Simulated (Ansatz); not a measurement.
Results of PBE (PAW; Ansatz, a quantum-chemistry and plane-wave program) for C11b MoSi2.

Run with plane-wave cutoff 520 eV, 24×24×24 k mesh, Fermi–Dirac smearing 0.05 eV, no spin polarisation, scalar-relativistic PAW data made under PBE.

Cell (relaxed at this level):

Space group I4/mmm (No. 139); a = 3.217 Å, b = 3.217 Å, c = 7.873 Å, α = 90.00°, β = 90.00°, γ = 90.00°

```json
[
 {"atom": "Si", "site": "4e", "symmetry": "4mm", "x": "0.0000", "y": "0.0000", "z": "0.3351"},
 {"atom": "Mo", "site": "2a", "symmetry": "4/mmm", "x": "0.0000", "y": "0.0000", "z": "0.0000"}
]
```
(The calculation used a cell of 3 atoms; values per cell refer to that cell.)

Q: What does this level give for the bulk modulus B0 and pressure derivative B′ of the bulk modulus?

A: 
bulk modulus B0: 204 GPa
pressure derivative B′ of the bulk modulus: 4.5

The run finds no gap.

Measured, for comparison: bulk modulus 222 ± 2 GPa (room temperature, no zero-point or thermal correction, B' = 4; as tabulated in Structural stability of MoSi2 and Mo5Si3 under high pressure, Chin. Phys. B 26 …). Computed (rounded) less measured: bulk modulus -8 %.

Note: the bulk modulus comes from volumes at which shape and atoms were relaxed.
